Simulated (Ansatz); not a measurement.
The starting structures come from a database of crystals and need not be the phases stable at ambient conditions.

**Evanescent states of BaZnAsF (P4/nmm, 8 atoms a cell, 22.2 Å³ an atom, -2 GPa at this level) along the normal of (111)**

All values below come from r2SCAN (plane waves, PAW; Ansatz, an electronic-structure program).

The gap is the functional's own, uncorrected, and κ follows it; spin-orbit coupling is left out. Mid-gap means the computed energy nearest the middle.

Energies count from the valence-band top; κ is the least over a 6×4 mesh across the current.

```json
[
 {"E (eV)": "0.03", "κ (1/Å)": "0.044", "where": "Γ"},
 {"E (eV)": "0.07", "κ (1/Å)": "0.075", "where": "Γ"},
 {"E (eV)": "0.12", "κ (1/Å)": "?", "where": "Γ"},
 {"E (eV)": "0.17", "κ (1/Å)": "?", "where": "Γ"},
 {"E (eV)": "0.23", "κ (1/Å)": "?", "where": "Γ"},
 {"E (eV)": "0.28", "κ (1/Å)": "?", "where": "Γ"},
 {"E (eV)": "0.33", "κ (1/Å)": "?", "where": "Γ"},
 {"E (eV)": "0.38", "κ (1/Å)": "?", "where": "Γ"},
 {"E (eV)": "0.42", "κ (1/Å)": "?", "where": "Γ"},
 {"E (eV)": "0.47", "κ (1/Å)": "0.059", "where": "Γ"},
 {"E (eV)": "0.53", "κ (1/Å)": "0.038", "where": "Γ"}
]
```

Complete the blanks.


- 0.12, κ (1/Å): 0.095
- 0.17, κ (1/Å): 0.110
- 0.23, κ (1/Å): 0.114
- 0.28, κ (1/Å): 0.106
- 0.33, κ (1/Å): 0.097
- 0.38, κ (1/Å): 0.086
- 0.42, κ (1/Å): 0.074
